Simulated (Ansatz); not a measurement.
ZrRh (Pm-3m, No. 221, 2 atoms in the cell; start mp-2808)

The numbers are results of PBEsol (plane waves, PAW; Ansatz, a quantum-chemistry and plane-wave program), not measurements.

Numerical settings: plane-wave cutoff 500 eV, 16×16×16 k mesh, Fermi–Dirac smearing 0.1 eV, no spin polarisation, scalar-relativistic PAW data made under PBE.

Cell (relaxed at this level):

```
RhZr
1.0
    3.25455     0.00000     0.00000
    0.00000     3.25455     0.00000
    0.00000     0.00000     3.25455
Zr Rh
1 1
Direct
  0.50000   0.50000   0.50000
  0.00000   0.00000   0.00000
```

For ZrRh (Pm-3m, No. 221, 2 atoms in the cell; start mp-2808), the band gap is none.

Note: the relaxation could not lower the start's symmetry, so the cell can be a saddle point above a distorted one.

Spin–orbit coupling is not included.

Static lattice: no zero-point or thermal effects.

The result took around 28 core-seconds (rough).

A start named mp-… is a Materials Project structure, which need not be a measured phase.
